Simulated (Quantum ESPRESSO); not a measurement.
Quantum ESPRESSO run on Nb (Im-3m, 1 atom in the cell): self-consistent single point.

Level of theory: PBE, PSlibrary ultrasoft (PBE) pseudopotentials (plane waves; Quantum ESPRESSO).

The change in words: lattice scaled by 0.98. Reference geometry:
```
CELL_PARAMETERS angstrom
     -1.63400     1.63400     1.63400
      1.63400    -1.63400     1.63400
      1.63400     1.63400    -1.63400
ATOMIC_POSITIONS crystal
  Nb 0.00000 0.00000 0.00000
```

Reference input (self-consistent single point, DFT, PBE, plane waves, PSlibrary ultrasoft (PBE) pseudopotentials): ecutwfc = 55 Ry; ecutrho = 330 Ry; occupations = smearing; smearing = gauss; degauss = 0.0036749 Ry; potentials = {Nb: Nb.pbe-spn-rrkjus_psl.1.0.0.UPF}; K_POINTS = automatic 11 11 11 0 0 0; conv_thr = 1e-10 Ry; mixing_beta = 0.4. This run's input differs from it in these lines:

```diff
@@ -29,5 +29,5 @@
 CELL_PARAMETERS angstrom
-  -1.633995000     1.633995000     1.633995000
-   1.633995000    -1.633995000     1.633995000
-   1.633995000     1.633995000    -1.633995000
+  -1.601315000     1.601315000     1.601315000
+   1.601315000    -1.601315000     1.601315000
+   1.601315000     1.601315000    -1.601315000
```

Output (repeated stretches shortened):

```
     Self-consistent Calculation

     iteration #  1     ecut=    55.00 Ry     beta= 0.40

     Threshold (ethr) on eigenvalues was too large:
     Diagonalizing with lowered threshold

     total energy              =    -118.02181149 Ry
     estimated scf accuracy    <       0.01966592 Ry

     iteration #  2     ecut=    55.00 Ry     beta= 0.40

     total energy              =    -118.02257907 Ry
     estimated scf accuracy    <       0.00236380 Ry

     iteration #  3     ecut=    55.00 Ry     beta= 0.40

     total energy              =    -118.02300587 Ry
     estimated scf accuracy    <       0.00015252 Ry

   [... 3 blocks of this kind left out ...]

     iteration #  7     ecut=    55.00 Ry     beta= 0.40

     total energy              =    -118.02301146 Ry
     estimated scf accuracy    <          1.1E-10 Ry

     iteration #  8     ecut=    55.00 Ry     beta= 0.40
     End of self-consistent calculation

     the Fermi energy is    19.9491 ev

!    total energy              =    -118.02301146 Ry
     estimated scf accuracy    <          2.8E-11 Ry
     smearing contrib. (-TS)   =      -0.00015207 Ry
     internal energy E=F+TS    =    -118.02285939 Ry

     convergence has been achieved in   8 iterations

     Forces acting on atoms (cartesian axes, Ry/au):

     atom    1 type  1   force =     0.00000000    0.00000000    0.00000000

     Total force =     0.000000     Total SCF correction =     0.000000

          total   stress  (Ry/bohr**3)                   (kbar)     P=      198.49
   0.00134934  -0.00000000   0.00000000          198.49       -0.00        0.00
  -0.00000000   0.00134934  -0.00000000           -0.00      198.49       -0.00
  -0.00000000  -0.00000000   0.00134934           -0.00       -0.00      198.49

   JOB DONE.
```

The run converged in 8 iterations. Against the reference run the free energy rises by 91.8 meV/atom and the pressure goes from 6.85 to 19.85 GPa.

The starting cell has typed, rounded lattice constants, without a prior relaxation at this level. Its lattice was rescaled by a random factor within 2.5 % of one. For this run, on top of that: lattice scaled by 0.98. Spin polarisation is off. With a pressure of about 20 GPa the cell is away from its equilibrium volume at this level.
